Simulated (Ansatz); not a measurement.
Take Ir in the fcc (Cu type) structure (space group Fm-3m, No. 225; a = 3.8450 Å; relaxed with 0.1 eV smearing) as the base. Axes: x, y, z lie along the cube axes.

The values are results of r2SCAN/PAW in Ansatz (a quantum-chemistry and plane-wave program), no SOC, not measurements.

Strains are applied to the cell and any free atomic positions relax; under biaxial strain the out-of-plane vector relaxes too.

One change was made to it. Results:

The shortest interatomic distance rises by 0.3 pm to 272.2 pm; the energy rises by 5.9 meV/atom.

**Question.** What was done to the base?
A. biaxial strain +2.50 %, plane normal [001], relaxed out of plane
B. biaxial strain +1.50 %, plane normal [001], relaxed out of plane
C. biaxial strain +1.00 %, plane normal [001], relaxed out of plane
D. biaxial strain +0.50 %, plane normal [001], relaxed out of plane
E. biaxial strain +2.00 %, plane normal [001], relaxed out of plane

**Answer.** C, biaxial strain +1.00 %, plane normal [001], relaxed out of plane. For comparison, the energy relative to the base in the other runs: biaxial strain +1.50 %, plane normal [001], relaxed out of plane gives +13 meV/atom; biaxial strain +2.50 %, plane normal [001], relaxed out of plane gives +35 meV/atom; biaxial strain +2.00 %, plane normal [001], relaxed out of plane gives +23 meV/atom; biaxial strain +0.50 %, plane normal [001], relaxed out of plane gives +1.5 meV/atom.

Whether these cells are dynamically stable was not tested. The final runs are not spin-polarised.
